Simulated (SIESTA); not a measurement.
Band structure of Sb (R-3m, 2 atoms in the cell).

```
Sb
1.0
    2.15987     1.24700     3.79962
   -2.15987     1.24700     3.79962
    0.00000    -2.49400     3.79962
Sb
2
Direct
  0.26826   0.26826   0.26826
  0.73174   0.73174   0.73174
```

Level of theory: GGA PBE, numerical atomic orbitals TZP, PseudoDojo PBE standard norm-conserving potentials (rewritten from UPF to PSML) run with SIESTA.

Settings: XC.functional = GGA; XC.authors = PBE; potentials = PseudoDojo PBE standard; PAO.BasisSize = TZP; PAO.EnergyShift = 0.01 Ry; MeshCutoff = 300 Ry; kgrid.MonkhorstPack = 6 6 6; OccupationFunction = FD; ElectronicTemperature = 0.1 eV; MaxSCFIterations = 150; SCF.Mixer.Method = Pulay; SCF.Mixer.Weight = 0.1; SCF.Mixer.History = 6; SCF.DM.Tolerance = 1.0E-04.

The starting cell comes from a database of computed structures (which also holds hypothetical and non-ambient phases and stackings), without a prior relaxation at this level. Its lattice was rescaled by a random factor within 2.5 % of one. Spin-orbit coupling is off. Values carry the incompleteness of an atom-centred basis.

Levels in eV from the Fermi level, bands 12 to 17:
```csv
point,12,13,14,15,16,17
Γ,-4.97,-1.99,-1.80,-1.80,1.97,2.67
L,-9.63,-2.09,-1.89,-0.28,-0.24,0.24
B1,-9.08,-4.97,-4.77,-0.82,0.77,4.70
B,-9.08,-4.97,-4.77,-0.82,0.77,4.70
Z,-8.84,-1.39,-1.39,-0.62,0.24,0.24
X,-9.22,-5.26,-3.11,-2.92,2.80,3.12
Q,-9.22,-5.26,-3.11,-2.92,2.80,3.12
F,-8.16,-5.32,-3.68,-3.65,1.63,4.88
P1,-8.74,-5.29,-3.23,-2.67,2.41,3.20
P,-8.74,-5.29,-3.23,-2.67,2.41,3.20
```

Bands cross the Fermi level along this path, so the cell is metallic at this level.

Higher empty bands are left out: an atom-centred basis made for the valence describes them poorly.
